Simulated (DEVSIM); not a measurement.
System: abrupt Si p-n junction, at 300 K.

Layer 1 from the left is Si, thickness (μm) 2.40, Na (cm⁻³) 1.7e15, τn (s) 1.9e-7, τp (s) 1.9e-7. Layer 2 from the left is Si, thickness (μm) 0.320, Nd (cm⁻³) 3.8e14, τn (s) 1.9e-7, τp (s) 1.9e-7.

Left contact: ohmic. Right contact: ohmic. Voltage is applied to the left contact. Recombination: SRH at mid-gap, radiative. Mobility is μmin + (μ − μmin)/(1 + (N/Nref)^α).

The device is made up for the run: typed textbook-type constants, with dimensions and the other settings drawn at random. Values at 300 K.

Si: gap (eV) 1.124, affinity (eV) 4.05, permittivity 11.7, Nc (cm⁻³) 2.86e19, Nv (cm⁻³) 3.1e19, μn (cm²/Vs) 1417, μp (cm²/Vs) 470, μn,min 52, μp,min 45, Nref,n 9.7e16, Nref,p 2.2e17, αn 0.68, αp 0.72, B (cm³/s) 4.7e-15.

DEVSIM, 1D drift-diffusion, Boltzmann statistics, complete ionisation; no tunnelling, impact ionisation, image-force lowering or self-heating.

**Question.** What does the simulation give for the largest field in the device at zero bias, the potential step across the device at zero bias, the dark forward voltage at 100 A/cm²?

**Answer.** largest field in the device at zero bias 11000 V/cm; potential step across the device at zero bias 0.580 V; dark forward voltage at 100 A/cm² 0.704 V.
